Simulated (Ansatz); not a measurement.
A calculation on Al2SiO5 (Pnnm, No. 58) returned cohesive energy 7.36 eV/atom, band gap 4.98 eV.

Which level of theory produced these numbers?
(A) r²SCAN+rVV10 (Ansatz, a quantum-chemistry and plane-wave program)
(B) r²SCAN (Ansatz)
(C) PBEsol (Ansatz)
(D) LDA (Ansatz)

D, LDA (Ansatz)

The others give: r²SCAN 6.46 eV/atom, 5.67 eV; r²SCAN+rVV10 6.57 eV/atom, 5.55 eV; PBEsol 6.70 eV/atom, 4.90 eV.

Unless a cell is named, each level is at its own relaxed cell.

Density-functional gaps are differences of (generalised) Kohn–Sham levels.

Caveats: the relaxation could not lower the start's symmetry, so the cell can be a saddle point above a distorted one (r²SCAN, r²SCAN+rVV10, PBEsol, LDA). Ansatz's density-functional and Hartree–Fock values are scalar-relativistic unless marked +SOC, with PAW data made under PBE.
